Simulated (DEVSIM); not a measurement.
Si p+/n-/n+ power diode

Structure: Si p+/n-/n+ power diode, at 300 K.

| layer (left to right) | material | thickness (μm) | Nd (cm⁻³) | Na (cm⁻³) | τn (s) | τp (s) |
|---|---|---|---|---|---|---|
| 1 | Si | 4.70 | - | 2.1e18 | 2.9e-7 | 2.9e-7 |
| 2 | Si | 4.00 | 5.6e14 | - | 2.9e-7 | 2.9e-7 |
| 3 | Si | 1.40 | 9.6e18 | - | 2.9e-7 | 2.9e-7 |

Left contact: ohmic. Right contact: ohmic. Voltage is applied to the left contact. Recombination: SRH at mid-gap. Mobility is constant in doping.

The device is made up for the run: typed textbook-type constants, with dimensions and the other settings drawn at random. Values at 300 K.

| parameter | Si |
|---|---|
| gap (eV) | 1.124 |
| affinity (eV) | 4.05 |
| permittivity | 11.7 |
| Nc (cm⁻³) | 2.86e19 |
| Nv (cm⁻³) | 3.1e19 |
| μn (cm²/Vs) | 1417 |
| μp (cm²/Vs) | 470 |

DEVSIM, 1D drift-diffusion, Boltzmann statistics, complete ionisation; no tunnelling, impact ionisation, image-force lowering or self-heating.

```yaml
potential_step_across_the_device_at_zero_bias: 1.026 V
Dark forward voltage at 1 A/cm²: 0.687 V
Dark forward voltage at 100 A/cm²: 0.835 V
```

Dark reverse current:

```
V (V)   J (A/cm²)
------  ---------
-2.00     -4.6e-7
-5.00     -8.2e-7
-10.00    -1.1e-6
-15.00    -1.1e-6
-20.00    -1.1e-6
-30.00    -1.2e-6
-40.00    -1.2e-6
-50.00    -1.2e-6
-65.00    -1.2e-6
-80.00    -1.2e-6
```

Small-signal capacitance in reverse bias (quasi-static):

```tsv
V (V)	C (nF/cm²)
-2	4.20
-5	2.90
-10	2.62
-15	2.60
-20	2.60
-30	2.59
-40	2.59
-50	2.59
-65	2.59
-80	2.59
```
